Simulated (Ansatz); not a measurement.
Base system: BeS in the zinc blende structure (space group F-43m, No. 216; a = 4.8686 Å).

Method: Ansatz (a quantum-chemistry and plane-wave program) r2SCAN, without spin-orbit coupling.

Carriers are added at fixed cell with a uniform background; the Fermi–Dirac width is that of 300 K.

One change was made to it. Results:

```json
[
 {"quantity": "gap between the host's bands", "base": "3.59 eV", "after": "3.61 eV"},
 {"quantity": "gap character", "base": "indirect, Γ → X", "after": "indirect, Γ → X"},
 {"quantity": "Fermi level relative to the doped band's edge (positive inside the band; to 0.05 eV)", "base": "–", "after": "+0.10 eV"}
]
```

**Question.** Name the change that was made.
A. holes 2.0×10^22 cm⁻³
B. electrons 1.5×10^21 cm⁻³
C. holes 7.0×10^20 cm⁻³

**Answer.** C, holes 7.0×10^20 cm⁻³. For comparison, the Fermi level from band edge in the other runs: electrons 1.5×10^21 cm⁻³ gives +0.50 eV; holes 2.0×10^22 cm⁻³ gives +0.95 eV.

Charged cell with a jellium background: band edges are those of the host's band count, energies are not comparable with the neutral cell, and many-body gap narrowing is missing. Whether these cells are dynamically stable was not tested.
